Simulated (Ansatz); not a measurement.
# Pressure series in WC

Consider WC (space group P-6m2, No. 187).

```
CELL_PARAMETERS angstrom
      2.89846     0.00000     0.00000
     -1.44923     2.51014     0.00000
      0.00000     0.00000     2.82772
ATOMIC_POSITIONS crystal
  W  0.00000 0.00000 0.00000
  C  0.33333 0.66667 0.50000
```

Cell and atoms are relaxed at each pressure.

Method: PBEsol (Ansatz, a quantum-chemistry and plane-wave program, PAW, no SOC).

```
pressure (GPa)  volume per atom (Å³/atom)
--------------  -------------------------
-2                                 10.338
-1                                 10.312
0                                  10.287
0.9                                     ?
2.1                                10.234
9                                  10.071
15                                  9.939
22.5                                9.786
30                                  9.644
```

Task: Fit the third-order Birch–Murnaghan form P(V) = (3B₀/2)[(V₀/V)^(7/3) − (V₀/V)^(5/3)]·[1 + (3/4)(B₀′ − 4)((V₀/V)^(2/3) − 1)] (squares taken in P) to the rows shown and predict the withheld row.

Result: Least squares on the printed values gives V₀ = 10.287 Å³/atom, B₀ = 406 GPa, B₀′ = 4.2; this predicts 10.264 Å³/atom, and the run gives 10.264 Å³/atom, in agreement.

Load acts through the strain it causes; cell and atoms are relaxed under it. No phonon test of stability was made. Competing high-pressure phases were not computed. All final runs are without spin polarisation.
